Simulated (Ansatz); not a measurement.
Worked example: self-consistent single point of Li2Al (Cm, 6 atoms in the cell) in Ansatz (a quantum-chemistry and plane-wave program).

Level of theory: PBEsol, harder PAW files (source: ansatz) made with PBE (plane waves; Ansatz).

The change in words: lattice scaled by 0.98; basis.ecutwfc: 420 eV → 405 eV; hamiltonian.pseudopotentials: {kind: paw} (the program's default PAW files) → {kind: paw, source: ansatz}. Reference geometry:
```
Li2Al
1.0
    2.29917    -4.84774     0.00000
    2.29917     4.84774     0.00000
    0.00000     0.00000     4.44419
Li Al
4 2
Cartesian
  2.29917   2.50735   1.16105
  2.29917  -2.50735   3.33314
  2.29917  -0.87124   1.11105
  2.29917   0.87124   3.33314
  2.29917  -4.12077   1.11105
  2.29917   4.12077   3.33314
```

Reference input (self-consistent single point, DFT, PBEsol, plane waves, default PAW files made with PBE): basis.ecutwfc = 420 eV; kpoints.mp_grid.grid = 7 7 7; hamiltonian.xc = pbesol; hamiltonian.pseudopotentials = {kind: paw} (the program's default PAW files); scf.occupations.method = gaussian; scf.occupations.width = 0.1 eV. This run's input differs from it in these lines:

Ansatz 0.2 input:
```diff
@@ -2,14 +2,14 @@
   lattice:
-    - [2.29916700, -4.84774000, 0.00000000]
-    - [2.29916700, 4.84774000, 0.00000000]
-    - [0.00000000, 0.00000000, 4.44419300]
+    - [2.25318400, -4.75078500, 0.00000000]
+    - [2.25318400, 4.75078500, 0.00000000]
+    - [0.00000000, 0.00000000, 4.35530900]
   atoms:
-    - { symbol: Li, position_ang: [2.29916700, 2.50734808, 1.16104987] }
-    - { symbol: Li, position_ang: [2.29916700, -2.50734808, 3.33314475] }
-    - { symbol: Li, position_ang: [2.29916700, -0.87123583, 1.11104825] }
-    - { symbol: Li, position_ang: [2.29916700, 0.87123583, 3.33314475] }
-    - { symbol: Al, position_ang: [2.29916700, -4.12077291, 1.11104825] }
-    - { symbol: Al, position_ang: [2.29916700, 4.12077291, 3.33314475] }
+    - { symbol: Li, position_ang: [2.25318400, 2.45720102, 1.13782883] }
+    - { symbol: Li, position_ang: [2.25318400, -2.45720102, 3.26648175] }
+    - { symbol: Li, position_ang: [2.25318400, -0.85381108, 1.08882725] }
+    - { symbol: Li, position_ang: [2.25318400, 0.85381108, 3.26648175] }
+    - { symbol: Al, position_ang: [2.25318400, -4.03835728, 1.08882725] }
+    - { symbol: Al, position_ang: [2.25318400, 4.03835728, 3.26648175] }
 basis:
-  ecutwfc: 420.0
+  ecutwfc: 405.0
 kpoints:
@@ -18,3 +18,3 @@
   xc: pbesol
-  pseudopotentials: { kind: paw }
+  pseudopotentials: { kind: paw, source: ansatz }
 scf:
```

Log, with long lists cut:

```
SCF iter   1: F=—  HF=-5641.387266 eV  |F-HF|=—  |Δ(HF+E_count)|=         —  Δρ=4.26e-2  dr2=8.69e-1  ethr=3.10e-3  ⟨swp⟩=6.6  Hψ=11603  notcnv=0  defer=1
all-band conjugate gradients solve this SCF's bands
preconditioner: auto → Kerker (q_TF=auto, 2.306 Å⁻¹)
SCF iter   2: F=—  HF=-5640.984083 eV  |F-HF|=—  |Δ(HF+E_count)|=   4.03e-1  Δρ=1.75e-2  dr2=2.57e-1  ethr=2.56e-3  ⟨swp⟩=2.0  Hψ=5048  notcnv=0  defer=135
   [... lines left out ...]
SCF iter   4: F=—  HF=-5640.889929 eV  |F-HF|=—  |Δ(HF+E_count)|=   9.31e-3  Δρ=4.69e-4  dr2=1.48e-4  ethr=7.78e-5  ⟨swp⟩=2.0  Hψ=2654  notcnv=0  defer=140
SCF iter   5: F=—  HF=-5640.889935 eV  |F-HF|=—  |Δ(HF+E_count)|=   6.24e-6  Δρ=9.19e-5  dr2=2.10e-5  ethr=4.34e-7  ⟨swp⟩=2.0  Hψ=2571  notcnv=0  defer=140
SCF iter   6: F=—  HF=-5640.889682 eV  |F-HF|=—  |Δ(HF+E_count)|=   2.53e-4  Δρ=2.66e-5  dr2=1.39e-6  ethr=6.18e-8  ⟨swp⟩=2.0  Hψ=2788  notcnv=0  defer=140
SCF iter   7: F=-5640.889682 eV  HF=-5640.889682 eV  |F-HF|=2.00e-8  |Δ(HF+E_count)|=   4.20e-7  Δρ=5.53e-6  dr2=4.47e-8  ethr=2.94e-10  ⟨swp⟩=11.8  Hψ=12684  notcnv=0
SCF 1 converged in 7 iterations: F = -5640.889682 eV  dr2 = 4.47e-8
Free energy (F): -5640.889682 eV
Internal energy: -5640.885738 eV  (E = F + TS)
E sigma→0 (E₀):  -5640.887710 eV
Entropy (-TS):   -0.003944 eV (-0.657 meV/atom)
Fermi energy:    4.379923 eV
--- Forces (eV/Å), atoms counted from 1 ---
  atom   1  Li    -0.00000000    -0.03366755    -0.16202038
  atom   2  Li     0.00000000     0.03061770     0.01313957
  atom   3  Li     0.00000000    -0.01678012     0.00239830
  atom   4  Li    -0.00000000     0.01424280     0.04882191
  atom   5  Al    -0.00000000     0.17148703     0.00983915
  atom   6  Al     0.00000000    -0.16589845     0.08782620
--- Stress (GPa, compression-positive) ---
        1.018332       0.000000       0.000000
        0.000000       1.585456       0.063248
        0.000000       0.063248       1.785628
  P = ⅓ Tr σ = 1.4631 GPa (14.631 kbar)
  The stress holds the Pulay correction. Without it, at fixed plane waves, as pw.x and ABINIT print it: P = -74.0002 GPa
```

The run converged in 7 iterations. Against the reference run the pressure goes from -0.63 to 1.46 GPa and the largest force goes from 0.145 to 0.188 eV/Å.

The starting cell comes from a database of computed structures (which also holds hypothetical and non-ambient phases and stackings), without a prior relaxation at this level. Its lattice was rescaled by up to half a per cent. One atom was moved a little off its site on purpose. For this run, on top of that: lattice scaled by 0.98. Ansatz's pressure includes its estimate of the finite-basis (Pulay) stress. Without the estimate this run gives -74.00 GPa. The cutoff lies below the one recommended for these files.
